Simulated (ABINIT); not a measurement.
Band structure of SnSeS (P3m1, 3 atoms in the cell).

```
SnSeS
1.0
    3.82713     0.00000     0.00000
   -1.91357     3.31439     0.00000
    0.00000     0.00000     6.47731
Sn Se S
1 1 1
Direct
  0.33333   0.66667   0.00765
  0.00000   0.00000   0.75771
  0.66667   0.33333   0.23464
```

Computed with LDA (PW92), PAW (JTH v2.0 LDA PAW) (plane waves; ABINIT 10.0.3).

Settings: pseudos = [Sn.LDA_PW-JTH.xml, Se.LDA_PW-JTH.xml, S.LDA_PW-JTH.xml]; ecut = 571 eV; pawecutdg = 1143 eV; pawxcdev = 0; ixc = 7; occopt = 1; ngkpt = 8 8 4; nshiftk = 1; shiftk = 0 0 0; potentials = JTH v2.0 LDA PAW; kptopt = 1; nstep = 80; tolvrs1 = 1e-10.

The starting cell comes from a database of computed structures (which also holds hypothetical and non-ambient phases and stackings), without a prior relaxation at this level. Its lattice was rescaled by a random factor within 2.5 % of one.

Q: Predict the gap along the standard path and the places of the band edges.

A: The gap along the path is 0.75 eV, from A to L; the smallest direct gap on it is 0.95 eV.

Levels in eV from the top of the valence band on the SCF mesh, bands 10 to 17:
```json
[
 {"point": "Γ", "10": "-0.87", "11": "-0.30", "12": "-0.04", "13": "-0.04", "14": "0.90", "15": "3.05", "16": "4.66", "17": "4.66"},
 {"point": "M", "10": "-2.47", "11": "-2.37", "12": "-0.90", "13": "-0.29", "14": "1.01", "15": "3.85", "16": "5.54", "17": "5.68"},
 {"point": "K", "10": "-3.31", "11": "-3.06", "12": "-1.23", "13": "-1.08", "14": "1.50", "15": "5.97", "16": "6.08", "17": "6.53"},
 {"point": "A", "10": "-0.88", "11": "-0.88", "12": "0.00", "13": "0.00", "14": "1.96", "15": "3.02", "16": "4.52", "17": "4.52"},
 {"point": "L", "10": "-2.29", "11": "-1.92", "12": "-0.67", "13": "-0.48", "14": "0.75", "15": "4.17", "16": "4.98", "17": "5.99"},
 {"point": "H", "10": "-3.61", "11": "-3.27", "12": "-0.56", "13": "-0.42", "14": "2.11", "15": "4.76", "16": "4.82", "17": "6.23"}
]
```
